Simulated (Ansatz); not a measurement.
Hf2PbC: strain tensor (xx, yy, zz, yz, xz, xy) = (−0.25, +1.37, +0.40, +1.43, +1.64, +1.28) %

The reference is Hf₂PbC (space group P6_3/mmc, No. 194; a = 3.338 Å, c = 14.556 Å; a cell from a computed database, its experimental status unchecked). Axes: x lies along a and z along c of the hexagonal cell.

Modification: strain tensor (xx, yy, zz, yz, xz, xy) = (−0.25, +1.37, +0.40, +1.43, +1.64, +1.28) %, atoms relaxed at fixed cell.

The values are results of PBEsol (Ansatz, an electronic-structure program, PAW, without spin-orbit coupling), not measurements. Settings: 16×16×4 k-points, 0.05 eV Fermi–Dirac smearing.

```csv
quantity,base,changed,shift
volume per atom,17.56 Å³,17.81 Å³,+0.256 Å³
space group,P6_3/mmc (No. 194),P-1 (No. 2),–
shortest interatomic distance,2.267 Å,2.250 Å,-0.017 Å
energy relative to the base (free energy F),0 meV/atom,+13 meV/atom,+13 meV/atom
"pressure (mean of the normal stresses, compression positive)",0.0 GPa,-1.5 GPa,-1.55 GPa
band gap,zero,zero,–
largest internal atomic displacement,–,0.041 Å,–
"stress (xx, yy, zz, yz, xz, xy; compression positive) (rough)",–,"(-0.4, -3.1, -1.2, -2.1, -2.4, -2.1) GPa",–
```

Without a gap, meshes like the base's 16×16×4 leave anisotropic stresses uncertain by several tenths of a GPa, and small strain energies with them. Whether these cells are dynamically stable was not tested. All final runs are without spin polarisation.
